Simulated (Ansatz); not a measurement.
Take BaTiO₃ in the cubic perovskite structure (space group Pm-3m, No. 221; a = 4.0192 Å) as the base.

Level of theory: PBE (Ansatz, a quantum-chemistry and plane-wave program), no SOC.

Base values:

| Item | Value |
|---|---|
| Band gap | 1.78 eV |
| Volume per atom | 12.99 Å³ |
| Smallest direct gap | 1.90 eV |

The change: hydrostatic tension (pressure −1 GPa).

Question: Estimate the effect on the band gap.

Answer: The band gap drops by 0.01 eV (1.78 eV → 1.77 eV).

Question: Estimate the effect on the volume per atom.

Answer: The volume per atom rises by 0.08 Å³ to 13.07 Å³.

Question: What happens to the smallest direct gap?

Answer: The smallest direct gap is still 1.90 eV.

Load acts through the strain it causes; cell and atoms are relaxed under it. Stability against distortions was not tested. The final runs are not spin-polarised. Many cubic perovskites are stable only at high temperature; tilts and polar distortions were not tested. This is not the structure that BaTiO3 has at room temperature and ambient pressure.
